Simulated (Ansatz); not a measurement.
Worked example: relaxation of cell and atoms of SnO₂ (P4_2/mnm, 6 atoms in the cell) in Ansatz (an electronic-structure program).

Level of theory: PBE, PAW files (plane waves; Ansatz).

```
CELL_PARAMETERS angstrom
      4.79341     0.00000     0.00000
      0.00000     4.79341     0.00000
      0.00000     0.00000     3.22675
ATOMIC_POSITIONS crystal
  Sn 0.50000 0.50000 0.50000
  Sn 0.00000 0.00000 0.00000
  O  0.19403 0.80597 0.50000
  O  0.80597 0.19403 0.50000
  O  0.69403 0.69403 0.00000
  O  0.30597 0.30597 0.00000
```

Reference input (self-consistent single point, DFT, PBE, plane waves, PAW files): basis.ecutwfc = 420 eV; kpoints.mp_grid.grid = 4 4 5; hamiltonian.xc = pbe; hamiltonian.pseudopotentials = {kind: paw} (an earlier, softer set of the program's PAW files); scf.occupations.method = fermi_dirac; scf.occupations.width = 0.02 eV. This run's input differs from it in these lines:

```diff
@@ -21,2 +21,4 @@
   occupations: { method: fermi_dirac, width: 0.02 }
+relax:
+  cell: {}
 output:
```

Output, abridged:

```
   [... SCF lines of the steps left out ...]
relax step   1: F+E_penalty+E_count = -14318.13553465 eV  Δ(F+E_penalty+E_count) = +0.000e0 eV  max|allowed force component| = 2.668e-2 eV/Å  Δτ_max = 0.0000 Å  P = +3.054 GPa  Ω = 74.140 Å³  (8 SCF iters, dr2 threshold 1.00e-7 eV, accepted)
relax step   2: F+E_penalty+E_count = -14318.14465572 eV  Δ(F+E_penalty+E_count) = -9.121e-3 eV  max|allowed force component| = 2.507e-2 eV/Å  Δτ_max = 0.0025 Å  P = +0.110 GPa  Ω = 75.300 Å³  energy of the carried Pulay correction = -2.556e-3 eV  [...]
   [... lines left out ...]
relax step   7: F+E_penalty+E_count = -14318.14786069 eV  Δ(F+E_penalty+E_count) = +7.476e-5 eV  max|allowed force component| = 2.880e-5 eV/Å  Δτ_max = 0.0001 Å  P = +0.007 GPa  Ω = 75.444 Å³  energy of the carried Pulay correction = -8.944e-5 eV  [...]
relax step   8: F+E_penalty+E_count = -14318.14794886 eV  Δ(F+E_penalty+E_count) = -8.817e-5 eV  max|allowed force component| = 2.138e-5 eV/Å  Δτ_max = 0.0000 Å  P = +0.008 GPa  Ω = 75.444 Å³  stress off target by 8.44e-3 GPa  SCF on the basis [...]
basis re-selected at this cell: Δ(F+E_penalty+E_count) = -8.817e-5 eV, ΔP = +0.001 GPa vs the last step
the relaxation is at rest under the 16 symmetry operations that the run kept from its start: a minimum is not shown …
Stability not checked: this state was not tested for a lower state beside it, because too few of the mixer's solves of this state at the end of the SCF gave a …
Free energy (F): -14318.147949 eV
Internal energy: -14318.147949 eV  (E = F + TS)
   [... lines left out ...]
Fermi energy:    9.124187 eV
  cell:  # Å, volume = 75.4439 Å³
   [... lines left out ...]
    - { symbol: Sn, position: [6.125871762278151e-21, 7.539534476649449e-21, 0.0] }
    - { symbol: O, position: [0.19340023124474773, 0.8065997687552526, 0.5000000000000001] }
    - { symbol: O, position: [0.8065997687552526, 0.19340023124474773, 0.5000000000000001] }
    - { symbol: O, position: [0.6934002312447479, 0.6934002312447479, 0.0] }
    - { symbol: O, position: [0.3065997687552523, 0.3065997687552523, 0.0] }
```

The run converged. 

Summary of the result:
* **Free energy E − TS (on the zero of these files)**: -14318.1479 eV
* **Gap on the k-point mesh**: 0.68 eV
* **Pressure**: 0.01 GPa
* **Final cell**: a = 4.8271 Å, b = 4.8271 Å, c = 3.2378 Å, α = 90.00°, β = 90.00°, γ = 90.00°
* **Final volume per atom**: 12.57 Å³
* **Relaxation steps**: 8

The starting cell comes from a database of computed structures (which also holds hypothetical and non-ambient phases and stackings), without a prior relaxation at this level. Its lattice was rescaled by a random factor within 2.5 % of one. The relaxation keeps the symmetry of its start, so its end need not be a minimum. Ansatz's pressure includes its estimate of the finite-basis (Pulay) stress.

Keys are those of Ansatz 0.2.
